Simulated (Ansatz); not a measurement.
CsCl-type AuZn (cubic form, which distorts at low temperature) was calculated with PBEsol in Ansatz (PAW).

A relaxed, unreconstructed slab of the (110) face has 12 atoms, two equal faces of 13.842 Å² each and an energy of -97729.0237 eV. A bulk cell of 4 atoms with the same orientation and in-plane k mesh has -32576.9108 eV. Energies are extrapolated to zero smearing.

Numerical settings: plane-wave cutoff 500 eV, 18×12×1 k mesh (along the axes of the cell as run), Fermi–Dirac smearing 0.1 eV, scalar-relativistic PAW data made under PBE.

Worked out: γ = (E_slab − N E_bulk per atom)/2A = [-97729.0237 − 12 × (-32576.9108/4)]/(2 × 13.842) = 0.0617 eV/Å². With 16.022 J/m² per eV/Å² this is 0.99 J/m², or 0.85 eV per surface cell and face.

Note: symmetry holds this phase in the static calculation, where it need not be a minimum.

Ansatz is a quantum-chemistry and plane-wave program.
